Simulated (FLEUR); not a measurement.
FLEUR run on SnTe (Fm-3m, 2 atoms in the cell): self-consistent single point.

Method: PBE, all-electron FLAPW (FLEUR), scalar-relativistic valence.

The change in words: lattice scaled by 0.98. Reference geometry:
```xyz
2
Lattice="0.0000 3.1240 3.1240 3.1240 0.0000 3.1240 3.1240 3.1240 0.0000" Properties=species:S:1:pos:R:3 pbc="T T T"
Sn     0.0000     0.0000     0.0000
Te     3.1240     3.1240     3.1240
```

Reference input (self-consistent single point, DFT, PBE, all-electron FLAPW (FLEUR), scalar-relativistic valence): Kmax = 3.8 1/bohr; GmaxXC = 15.2 1/bohr; xcFunctional = pbe; jspins = 1; l_soc = F; mode = gauss; fermiSmearingEnergy = 0.00499791 Htr; mesh (inpgen div1-3) = 6 6 6; inpgen gamma flag = true; Gmax = 15.2 1/bohr; numbands = 0; maxIterBroyd = 40. This run's input differs from it in these lines:

```diff
@@ -3,6 +3,6 @@
 &input film=f /
-0.0000000000 0.7071067812 0.7071067812
-0.7071067812 0.0000000000 0.7071067812
-0.7071067812 0.7071067812 0.0000000000
-8.3488427316
+-0.0000000000 0.7071067812 0.7071067812
+0.7071067812 -0.0000000000 0.7071067812
+0.7071067812 0.7071067812 -0.0000000000
+8.1818664115
 1.0 1.0 1.0
@@ -43,5 +43,5 @@
          <bravaisMatrix>
-            <row-1>    0.0000000000000000     5.9035233106866913     5.9035233106866913</row-1>
-            <row-2>    5.9035233106866913     0.0000000000000000     5.9035233106866913</row-2>
-            <row-3>    5.9035233106866913     5.9035233106866913     0.0000000000000000</row-3>
+            <row-1>    0.0000000000000000     5.7854532224441595     5.7854532224441595</row-1>
+            <row-2>    5.7854532224441595     0.0000000000000000     5.7854532224441595</row-2>
+            <row-3>    5.7854532224441595     5.7854532224441595     0.0000000000000000</row-3>
          </bravaisMatrix>
```

The program printed (abridged):

```
 Iteration:     1   Distance:       3.11226869 me/bohr^3
 Iteration:     2   Distance:       2.90883060 me/bohr^3
 Iteration:     3   Distance:       1.36841170 me/bohr^3
 Iteration:     4   Distance:       0.43288620 me/bohr^3
 Iteration:     5   Distance:       0.36721758 me/bohr^3
   [... 5 lines left out ...]
 Iteration:    11   Distance:       0.00023918 me/bohr^3
 Iteration:    12   Distance:       0.00014899 me/bohr^3
 Iteration:    13   Distance:       0.00001887 me/bohr^3
 Iteration:    14   Distance:       0.00000501 me/bohr^3
 Run finished successfully
 Stop message:
   Structural relaxation: Done

[file out, last iteration]
             iter=     15
[...]
          total density-effective poten   -2.1547160792E+04
          total charge density-energy d   -3.4159982273E+02
 Updated energy parameters for spin:           1
[...]
 fermi energy and band-weighting factors:

[...]
FERMIE:
          first approx. to ef    (T=0)  :   0.305597 htr   (energy of the highest occ. eigenvalue)
          number of occ. states  (T=0)  :        240
          first approx. to seigv (T=0)  : -14.689632 htr
          sum of weights of occ. states :  15.000000
          sum of semicore charge        :   0.000000 e
          fermi energy=   0.30959 har   work function=  -8.42435 ev
          number of valence electrons=  30.00000
     band-weighting factor for spin=    1
   [... lines left out ...]
          total moment                 =     0.00000
 Direct bandgap for spin            1 :    9.3018201919387034E-003  Htr
 ---->    free energy=                    -12976.0623753928 htr
   [... lines left out ...]
      extrapolation for T->0
 ---->    total electron energy=          -12976.0623753928 htr
 ***** TOTAL FORCES ON ATOMS *****
 TOTAL FORCE FOR ATOM TYPE=  1  X=  0.000   Y=  0.000   Z=  0.000
                       FX_TOT= 0.000000 FY_TOT= 0.000000 FZ_TOT= 0.000000
 TOTAL FORCE FOR ATOM TYPE=  2  X=  5.785   Y=  5.785   Z=  5.785
                       FX_TOT= 0.000000 FY_TOT= 0.000000 FZ_TOT= 0.000000
 Structural relaxation: Done
```

The run converged in 14 iterations. FLEUR gives forces in its relaxation mode, with a further iteration, so its stop message speaks of a relaxation. Against the reference run the total energy rises by 62.7 meV/atom.

The starting cell comes from a database of computed structures (which also holds hypothetical and non-ambient phases and stackings), without a prior relaxation at this level. Its lattice was rescaled by a random factor within 2.5 % of one. For this run, on top of that: lattice scaled by 0.98. Spin-orbit coupling is off. Values depend on the basis (sphere radii, cutoffs, local orbitals), which need not be converged. No gap is read from this output. The log's line on a gap gives a spacing of levels on this mesh, which the program prints for metals too.
